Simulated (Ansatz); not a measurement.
CdTe under load (space group F-43m), PBE with spin-orbit coupling, rigid bands run with Ansatz (a quantum-chemistry and plane-wave program). Condition of this run: hydrostatic pressure of 2 GPa (compression positive) (the target of the relaxation). Band gap 0.62 eV, N_c = 4.53e17 cm⁻³ and N_v = 1.62e19 cm⁻³ at 300 K, conductivity masses of 0.0730 mₑ (electrons) and 0.504 mₑ (holes). Take k_BT = 0.02585 eV.

**Question.** Find the intrinsic carrier density and the intrinsic Fermi level.

**Answer.** n_i = √(N_c N_v) exp(−E_g/2k_BT) = 2.71e18 × exp(−11.99) = 1.7e13 cm⁻³. The level lies (k_BT/2) ln(N_v/N_c) = 46 meV from mid-gap (positive towards the conduction band). Each 0.1 eV added to the gap lowers n_i by a factor of 6.9.

**Question.** What thermal injection velocity √(2k_BT/πm) limits a ballistic channel?

**Answer.** 1.99e7 cm/s for electrons and 7.58e6 cm/s for holes, a ratio of √(m_h/m_e) = 2.63, for dilute carriers.

Rigid bands with the computed gap; masses take one relaxation time for all states. Geometry: cell and atoms relaxed with PBEsol.
